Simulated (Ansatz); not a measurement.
HfO₂ (P4₂/nmc, No. 137, 6 atoms in the cell; start mp-1018721; high-temperature phase)

Level of theory: PBE in Ansatz (plane waves, PAW).

Settings: plane-wave cutoff 500 eV, 12×12×8 k mesh (along the axes of the cell as run), Fermi–Dirac smearing 0.05 eV, scalar-relativistic PAW data made under PBE.

Cell (relaxed at this level):

```xyz
6
Lattice="3.6044 0.0000 0.0000 0.0000 3.6044 0.0000 0.0000 0.0000 5.2641" Properties=species:S:1:pos:R:3 pbc="T T T"
Hf     1.8022     1.8022     2.6321
Hf     0.0000     0.0000     0.0000
O      0.0000     1.8022     3.6494
O      0.0000     1.8022     1.0174
O      1.8022     0.0000     4.2467
O      1.8022     0.0000     1.6147
```

```
Property                        Value
--------  ---------------------------
band gap  4.67 eV (on the SCF k mesh)
```

Note: the relaxation could not lower the start's symmetry, so the cell can be a saddle point above a distorted one.

Spin–orbit coupling is not included.

Computed values are for the static lattice.

A start named mp-… is a Materials Project structure, which need not be a measured phase.

Ansatz is a program for electronic structure.
